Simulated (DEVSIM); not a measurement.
Structure: Schottky contact on n-type Ge, at 400 K.

```
layer (left to right)  material  thickness (μm)  Nd (cm⁻³)  τn (s)  τp (s)
---------------------  --------  --------------  ---------  ------  ------
1                            Ge           0.310     1.7e15  1.5e-7  1.5e-7
```

Left contact: Schottky, work function 4.51 eV, emission velocity 1.1e7 cm/s. Right contact: ohmic. Voltage is applied to the left contact. Recombination: SRH at mid-gap, Auger. Mobility is constant in doping. Where it depends on doping, it is μmin + (μ − μmin)/(1 + (N/Nref)^α).

Constants are typed, rounded textbook-type inputs, not results; the design itself was drawn at random and stands for no fabricated device. Values at 300 K; Nc and Nv go as T^1.5, mobilities as T to minus their exponent, the gap by Varshni's rule with the affinity fixed. The table also holds parameters that only a changed run uses.

```csv
parameter,Ge
gap (eV),0.664
affinity (eV),4
permittivity,16
Nc (cm⁻³),1.04e19
Nv (cm⁻³),6e18
μn (cm²/Vs),3900
μp (cm²/Vs),1900
"μn,min",150
"μp,min",100
"Nref,n",2.6e17
"Nref,p",4e17
αn,0.56
αp,0.6
T exponent of μn,1.66
T exponent of μp,2.33
Cn (cm⁶/s),1e-31
Cp (cm⁶/s),1e-31
Varshni α (eV/K),0.000477
Varshni β (K),235
```

Model (solved in DEVSIM): 1D drift-diffusion, Boltzmann statistics, complete ionisation; no tunnelling, impact ionisation, image-force lowering or self-heating. Metal contacts follow the ideal Schottky-Mott rule: no Fermi-level pinning, no interface dipoles.

Base results: potential step across the device at zero bias (V) 0.208; largest field in the device at zero bias (V/cm) 50000.

**Question.** What follows from this one change: temperature 400 → 300 K?

**Answer.** potential step across the device at zero bias 0.208 → 0.285 V; largest field in the device at zero bias 50000 → 15000 V/cm.

**Question.** What follows from this one change: metal work function 4.51 → 4.66 eV?

**Answer.** potential step across the device at zero bias 0.208 → 0.358 V; largest field in the device at zero bias 50000 → 340000 V/cm.
